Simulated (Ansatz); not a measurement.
The starting structures come from a database of crystals and need not be the phases stable at ambient conditions.

 Where the default PAW files enter, the runs use the earlier of Ansatz's two default sets.

Inside the gap of an insulator the Bloch states are evanescent, with a wavenumber k + iκ along the transport direction.

Given:

```xyz
16
Lattice="5.5397 0.0000 0.0000 2.5206 7.0414 0.0000 0.3493 -2.1080 5.1110" Properties=species:S:1:pos:R:3 pbc="T T T"
Li     3.6985     4.6338     1.5692
Li     4.7110     0.2996     3.5418
Ta     1.2603     3.5207     0.0000
Ta     0.0000     0.0000     0.0000
Ge     2.7603     0.9978     1.8488
Ge     5.6492     3.9355     3.2623
O      1.5574    -0.0978     1.2105
O      6.8521     5.0311     3.9005
O      2.5125     2.6127     1.2280
O      5.8970     2.3207     3.8830
O      5.5859     3.9567     1.5136
O      2.8237     0.9767     3.5974
O      4.0239     4.5189     3.5453
O      4.3857     0.4145     1.5658
O      2.2863     5.1394     0.3436
O      6.1233    -0.2060     4.7674
```

Space group of this cell: C2/c. The cell is taken as given; by r2SCAN its mean pressure is 0.6 GPa.

Transport runs along the normal of the first two printed cell vectors.

The gap is the functional's own, uncorrected, and κ follows it; spin-orbit coupling is left out. Mid-gap values are interpolated between the computed energies.

**Question.** State the band gap and the smallest decay constant κ at mid-gap according to r2SCAN (Ansatz, a program for electronic structure).

**Answer.** Gap 4.41 eV on a 6×6×6 mesh; κ = 0.358 1/Å, at the zone centre.
